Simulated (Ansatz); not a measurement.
The starting structures come from a database of crystals and need not be the phases stable at ambient conditions.

By PBEsol, the system below comes out a metal.

The ballistic (Sharvin) conductance counts the channels at the Fermi level: G/A = (e²/h) × channels of both spins per area.

```xyz
5
Lattice="4.1788 0.0000 0.0000 0.0000 4.1788 0.0000 0.0000 0.0000 4.1788" Properties=species:S:1:pos:R:3 pbc="T T T"
Y      0.0000     0.0000     0.0000
B      2.0894     2.0894     2.0894
Rh     0.0000     2.0894     2.0894
Rh     2.0894     0.0000     2.0894
Rh     2.0894     2.0894     0.0000
```

Space group of this cell: Pm-3m, cubic perovskite. The cell is taken as given; by PBEsol its mean pressure is -4.0 GPa.

The current flows along the normal of the first two printed cell vectors, the (001) plane of the conventional cell. No spin-orbit coupling; the value is a mean over 0.1 eV about the Fermi level.

Task: Estimate the ballistic conductance per area that PBEsol (Ansatz, a quantum-chemistry and plane-wave program) returns for this system.

Result: 0.66 × 10¹⁵ S/m² for both spins.
